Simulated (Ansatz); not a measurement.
Consider a 48-atom cell of (Ti,Zr)Si2 started in the ZrSi2 (C49) type structure, site fractions Ti 0.875, Zr 0.125, short-range order +0.05 in the first shell of the mixed sites (0 is random, a negative value favours unlike neighbours), space group P-1 at the end. Its start:

```
CELL_PARAMETERS angstrom
      5.35187     6.84617     0.00006
      5.34999    -6.84474    -3.58871
     -1.78388     6.84605    -7.18072
ATOMIC_POSITIONS crystal
  Ti 0.93412 0.23540 0.50757
  Ti 0.30980 0.48670 0.38253
  Zr 0.44118 0.22938 0.01018
  Ti 0.05394 0.98806 0.13133
  Ti 0.18038 0.73871 0.75566
  Ti 0.67984 0.74053 0.25770
  Ti 0.80503 0.48596 0.87881
  Ti 0.55946 0.98685 0.63196
  Ti 0.57106 0.76194 0.99367
  Ti 0.94516 0.00947 0.86730
  Ti 0.06554 0.76315 0.49304
  Ti 0.69088 0.51460 0.61743
  Ti 0.81997 0.26404 0.24619
  Ti 0.31520 0.26330 0.74247
  Ti 0.44462 0.01129 0.36934
  Zr 0.18382 0.52062 0.11482
  Si 0.22888 0.98111 0.63076
  Si 0.60016 0.23392 0.50729
  Si 0.73143 0.98245 0.13396
  Si 0.35837 0.73414 0.26374
  Si 0.48531 0.48241 0.88017
  Si 0.97816 0.47903 0.39221
  Si 0.10174 0.22550 0.00907
  Si 0.85719 0.72773 0.75766
  Si 0.26663 0.01586 0.86126
  Si 0.64684 0.27097 0.73279
  Si 0.76781 0.02227 0.36734
  Si 0.39612 0.76889 0.49424
  Si 0.52326 0.52450 0.11593
  Si 0.02484 0.51608 0.61771
  Si 0.13969 0.26759 0.24483
  Si 0.89357 0.76755 0.99104
  Si 0.49857 0.74785 0.75119
  Si 0.87905 0.99843 0.62456
  Si 0.98821 0.76359 0.25728
  Si 0.62772 0.50164 0.37442
  Si 0.76552 0.24630 0.00134
  Si 0.24995 0.24829 0.50173
  Si 0.37665 0.98891 0.13119
  Si 0.12052 0.50041 0.86126
  Si 0.99728 0.24836 0.75058
  Si 0.37505 0.50171 0.62327
  Si 0.50448 0.24959 0.26374
  Si 0.12643 0.00215 0.37381
  Si 0.24835 0.76109 0.99381
  Si 0.74595 0.75157 0.50044
  Si 0.85948 0.50370 0.12366
  Si 0.63679 0.98641 0.86772
```

The mixing enthalpy is taken against the end members in the ZrSi2 (C49) type type (which need not be the stable form of TiSi2 and ZrSi2), relaxed in the same cell and mesh.

The numbers are results of PBE (plane waves to 420 eV, PAW; Ansatz, a quantum-chemistry and plane-wave program), not measurements. No spin–orbit coupling; the runs are not spin-polarised. Its k-point mesh 4×4×4, Fermi–Dirac width 0.05 eV.

```
end member  weight  volume per atom (Å³)
----------  ------  --------------------
TiSi2        0.875                 14.35
ZrSi2        0.125                 16.79
```

Task: Predict the alloy's volume, bond lengths and mixing enthalpy.

Result: 
| Property | Value |
|---|---|
| volume per atom | 14.68 Å³ |
| Si–Ti bonds | 2.683 Å on average, from 2.551 to 2.883 (140) |
| Si–Zr bonds | 2.746 Å on average, from 2.665 to 2.888 (20) |
| mixing enthalpy per site of the mixed sublattice | 31 meV |
| departure of the mean lattice parameter from Vegard's line | under 0.15 %, inside the noise of the relaxations |
